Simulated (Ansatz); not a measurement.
The starting structures come from a database of crystals and need not be the phases stable at ambient conditions.

Tunnelling through a barrier is set by its complex band structure: the current falls as exp(−2κd) with the smallest κ.

Here is the system:

```
CELL_PARAMETERS angstrom
      3.83132     0.00000     0.00000
      0.00000     6.33262     0.00000
      1.91566     0.00000     3.31802
ATOMIC_POSITIONS crystal
  Si 0.33333 0.93699 0.33333
  Si 0.66667 0.06301 0.66667
  Si 0.66667 0.43699 0.66667
  Si 0.33333 0.56301 0.33333
```

The cell is taken as given.

Transport runs along the normal of the first two printed cell vectors, the (100) plane of the conventional cell.

No gap correction and no spin-orbit coupling; mid-gap is the computed energy nearest the middle.

**Question.** Predict the band gap and the smallest decay constant κ at mid-gap from r2SCAN in Ansatz (a first-principles code).

**Answer.** Gap 0.60 eV on a 10×6×10 mesh; κ = 0.093 1/Å, at the zone centre.
